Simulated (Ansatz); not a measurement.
Results of r²SCAN+U in Ansatz (plane waves, PAW) for cubic perovskite SrVO₃.

Settings: plane-wave cutoff 600 eV, 18×18×18 k mesh, Fermi–Dirac smearing 0.04 eV (set by the program), U_eff V 3.25 eV, no spin polarisation, scalar-relativistic PAW data made under PBE.

Computed at the level's own relaxed cell.

Elastic tensor (GPa, Voigt notation, ions relaxed):

```
  310.4   144.7   144.7     0.0     0.0     0.0
  144.7   310.4   144.7     0.0     0.0     0.0
  144.7   144.7   310.4     0.0     0.0     0.0
    0.0     0.0     0.0   105.5     0.0     0.0
    0.0     0.0     0.0     0.0   105.5     0.0
    0.0     0.0     0.0     0.0     0.0   105.5
```

Worked from these constants: the tetragonal shear constant is C′ = (C11 − C12)/2 = 82.8 GPa against C44 = 105.5 GPa, so the tetragonal shear is the softer. The Zener ratio C44/C′ is 1.27 (1 for an isotropic solid), and the Cauchy pressure C12 − C44 is 39.2 GPa. With C11 + 2C12 = 599.8 GPa all three Born conditions hold; they don't test modes at the zone boundary.

Static lattice: no zero-point or thermal effects.

Ansatz is a first-principles code.
